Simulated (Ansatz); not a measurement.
Abridged Ansatz (a first-principles code) output:

```
Pseudopotential: Be, paw, valence charge 2
Pseudopotential: S, paw, valence charge 6
Crystal: 4 atoms, lattice volume = 53.186 Å³
Basis set: ecut = 420 eV, 1055 PW (Γ), exchange–correlation on 48×48×64 points (8 copies of the dense FFT grid, shifted against one another)
Bands: 12, of which v1, the nominal top of the filled ones, is band 8 counted from 1 (7 counted from 0)
Symmetry: 16 space group operations
k-points: 40 of 216
Functional: x = pbe(κ = 0.804, μ = 0.2195149727645171), c = pbe(β = 0.06672455060314922), warm-up for x = pbe(κ = 0.804, μ = 0.2195149727645171) + 0.25 (exact …
SCF iter   1: F=—  HF=-1992.939819 eV  |F-HF|=—  |Δ(HF+E_count)|=         —  Δρ=1.23e-3  dr2=7.62e-4  ethr=1.77e-3  ⟨swp⟩=9.1  Hψ=2698  notcnv=0
SCF iter   2: F=-1992.938104 eV  HF=-1992.937915 eV  |F-HF|=1.89e-4  |Δ(HF+E_count)|=   1.90e-3  Δρ=6.25e-4  dr2=2.08e-4  ethr=4.76e-6  ⟨swp⟩=5.3  Hψ=1698  notcnv=0  defer=42
SCF 1 stopped early in 2 iterations: F = -1992.938104 eV  dr2 = 2.08e-4
Crystal: 4 atoms, lattice volume = 53.186 Å³
Functional: x = pbe(κ = 0.804, μ = 0.2195149727645171) + 0.25 (exact − pbe) at short range (hse, ω = 0.20786987370883472 Å⁻¹), c = pbe(β = 0.06672455060314922); HSE06 as pw.x's `hse` composes it (authors' and Libxc's form: `xc: wpbeh`)
SCF iter   1: F=—  HF=-1994.514298 eV  |F-HF|=—  |Δ(HF+E_count)|=         —  Δρ=3.55e-3  dr2=6.56e-3  ethr=1.30e-5  ⟨swp⟩=5.8  Hψ=2153  notcnv=0
SCF iter   2: F=—  HF=-1994.512397 eV  |F-HF|=—  |Δ(HF+E_count)|=   1.90e-3  Δρ=1.63e-3  dr2=1.23e-3  ethr=1.30e-5  ⟨swp⟩=3.5  Hψ=1361  notcnv=0
SCF 2 stopped early in 6 iterations: F = -1994.515504 eV  dr2 = 1.11e-6
Crystal: 4 atoms, lattice volume = 53.186 Å³
SCF iter   1: F=—  HF=-1994.515490 eV  |F-HF|=—  |Δ(HF+E_count)|=         —  Δρ=1.96e-5  dr2=2.05e-7  ethr=1.22e-7  ⟨swp⟩=5.1  Hψ=1263  notcnv=0
SCF iter   2: F=-1994.515490 eV  HF=-1994.515490 eV  |F-HF|=2.79e-9  |Δ(HF+E_count)|=   5.68e-8  Δρ=8.06e-6  dr2=1.97e-8  ethr=7.44e-11  ⟨swp⟩=2.1  Hψ=1930  notcnv=0
SCF 3 converged in 2 iterations: F = -1994.515490 eV  dr2 = 1.97e-8
Free energy (F): -1994.515490 eV
Internal energy: -1994.515490 eV  (E = F + TS)
E sigma→0 (E₀):  -1994.515490 eV
Fermi energy:    7.476745 eV
```

### Question
What was computed, and what are the main results?

### Answer
BeS, 4 atoms in the cell, with Ansatz, HSE06, PAW, cutoff 420 eV, spin-orbit coupling left out. The last SCF converged to F = -1994.515490 eV, or -498.6289 eV per atom. The total energy compares only with runs of the same code, potentials and settings.

Single points use the geometry relaxed with PBEsol. Load acts through the strain it causes; cell and atoms are relaxed under it. Stability against distortions was not tested. No other phases were tried under pressure. The cell was made from BeS (space group P4/nmm, No. 129; a hypothetical phase, not in the database extracts checked; layered, stacked along the Cartesian z axis) by this change: pressure 7.5 GPa.
